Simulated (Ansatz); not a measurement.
A computed series for BN: response to strain

Base system: BN in the zinc blende structure (space group F-43m, No. 216; a = 3.610 Å). Axes: x, y, z lie along the cube axes.

Strains are applied to the cell and any free atomic positions relax.

The values are results of Ansatz (a first-principles code) r2SCAN, spin-orbit coupling left out, not measurements.

Notes on the quantities. pressure: mean of the normal stresses, compression positive; energy relative to the base: free energy F.

| variant | pressure | band gap | shortest interatomic distance | energy relative to the base | smallest direct gap |
|---|---|---|---|---|---|
| base | 0.00 GPa | 5.00 eV | 1.563 Å | 0 meV/atom | 9.59 eV |
| tensor shear ε_xy = +2.00 % | 0.73 GPa | 4.80 eV | 1.543 Å | +14 meV/atom | 8.96 eV |
| tensor shear ε_xy = +0.29 % | 0.02 GPa | 4.99 eV | 1.560 Å | +0.3 meV/atom | 9.50 eV |
| tensor shear ε_xy = +1.43 % | 0.37 GPa | 4.88 eV | 1.549 Å | +7.0 meV/atom | 9.14 eV |
| tensor shear ε_xy = +0.86 % | 0.14 GPa | 4.94 eV | 1.554 Å | +2.5 meV/atom | 9.32 eV |
| tensor shear ε_xy = +0.57 % | 0.06 GPa | 4.97 eV | 1.557 Å | +1.1 meV/atom | 9.41 eV |
| tensor shear ε_xy = +1.71 % | 0.53 GPa | 4.84 eV | 1.546 Å | +10 meV/atom | 9.05 eV |
| tensor shear ε_xy = +1.14 % | 0.24 GPa | 4.91 eV | 1.552 Å | +4.5 meV/atom | 9.23 eV |

Whether these cells are dynamically stable was not tested.
